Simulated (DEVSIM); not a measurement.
Device: Si p+/n-/n+ power diode, at 300 K.

| layer (left to right) | material | thickness (μm) | Nd (cm⁻³) | Na (cm⁻³) | τn (s) | τp (s) |
|---|---|---|---|---|---|---|
| 1 | Si | 3.50 | - | 2.8e18 | 5.3e-7 | 5.3e-7 |
| 2 | Si | 4.00 | 8.1e15 | - | 5.3e-7 | 5.3e-7 |
| 3 | Si | 2.60 | 1.8e18 | - | 5.3e-7 | 5.3e-7 |

Left contact: ohmic. Right contact: ohmic. Voltage is applied to the left contact. Recombination: SRH at mid-gap, radiative. Mobility is μmin + (μ − μmin)/(1 + (N/Nref)^α).

This is a model device: material constants are rounded textbook-type values typed into the input, and sizes, dopings and lifetimes were drawn at random. Values at 300 K.

```csv
parameter,Si
gap (eV),1.124
affinity (eV),4.05
permittivity,11.7
Nc (cm⁻³),2.86e19
Nv (cm⁻³),3.1e19
μn (cm²/Vs),1417
μp (cm²/Vs),470
"μn,min",52
"μp,min",45
"Nref,n",9.7e16
"Nref,p",2.2e17
αn,0.68
αp,0.72
B (cm³/s),4.7e-15
```

DEVSIM, 1D drift-diffusion, Boltzmann statistics, complete ionisation; no tunnelling, impact ionisation, image-force lowering or self-heating.

The doping Nd of layer 2 was swept, all else fixed.

| doping Nd of layer 2 (cm^-3) | dark forward voltage at 1 A/cm² (V) |
|---|---|
| 2.4e14 | 0.720 |
| 8.1e14 | 0.720 |
| 2.4e15 | 0.720 |
| 8.1e15 | 0.722 |
| 2.4e16 | 0.729 |
| 8.1e16 | 0.740 |
| 2.4e17 | 0.749 |

From the first row to the last the dark forward voltage at 1 A/cm² goes from 0.720 to 0.749.
